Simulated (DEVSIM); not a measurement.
Device: Ti/SiON/p-Ge capacitor, at 250 K.

Layer 1 from the left is SiON, thickness (nm) 11.0. Layer 2 from the left is Ge, thickness (nm) 11000, Na (cm⁻³) 3e15.

Metal gate on the left, work function 4.33 eV. Fixed charge at the semiconductor interface 0 cm⁻² (in units of +e); no interface traps.

Constants are typed, rounded textbook-type inputs, not results; the design itself was drawn at random and stands for no fabricated device. Values at 300 K; Nc and Nv go as T^1.5, mobilities as T to minus their exponent, the gap by Varshni's rule with the affinity fixed.

SiON: gap (eV) 7, affinity (eV) 1.4, permittivity 5.5. Ge: gap (eV) 0.664, affinity (eV) 4, permittivity 16, Nc (cm⁻³) 1.04e19, Nv (cm⁻³) 6e18, Varshni α (eV/K) 0.000477, Varshni β (K) 235.

DEVSIM, 1D Poisson equation in equilibrium, Boltzmann statistics, complete ionisation; no quantum confinement or tunnelling. Metal contacts follow the ideal Schottky-Mott rule: no Fermi-level pinning, no interface dipoles.

**Question.** What does the simulation give for the threshold voltage (band bending 2φF), the minimum of the low-frequency capacitance, the flat-band voltage?

**Answer.** threshold voltage (band bending 2φF) 0.21 V; minimum of the low-frequency capacitance 0.0347 μF/cm²; flat-band voltage -0.19 V.
